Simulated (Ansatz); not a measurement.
Density of states of Ca₂Si (Fm-3m) below the valence band maximum, Ansatz (a first-principles code) with PBEsol, rigid bands; cell volume 89.2 Å³.

```csv
energy from edge (eV),10⁻³ states/eV/cell
0.006,1950
0.031,4570
0.056,8500
0.081,14800
0.106,12100
0.131,11400
0.156,8000
0.181,6480
0.206,5730
0.231,5350
0.256,5330
0.281,5850
0.319,6720
0.344,6230
0.369,4530
0.394,3570
0.419,2530
0.444,2250
0.469,2150
0.494,2080
0.519,2010
0.544,1940
0.569,1900
0.594,1860
```

What effective density of states at 300 K does this give (∫ g(E) exp(−E/k_BT) dE, both spins, divided by the cell's size)?

1.3e21 cm⁻³, a density-of-states mass of 13.6 mₑ, valleys and band degeneracy included.

Spin-orbit coupling is left out; where it splits the top of the valence band, N_v and the p-type Seebeck coefficient come out somewhat high without it. Geometry: cell and atoms relaxed with PBEsol.

Computed structure with no diffraction record at hand here (it may be known, metastable or hypothetical): Ca2Si (Fm-3m).
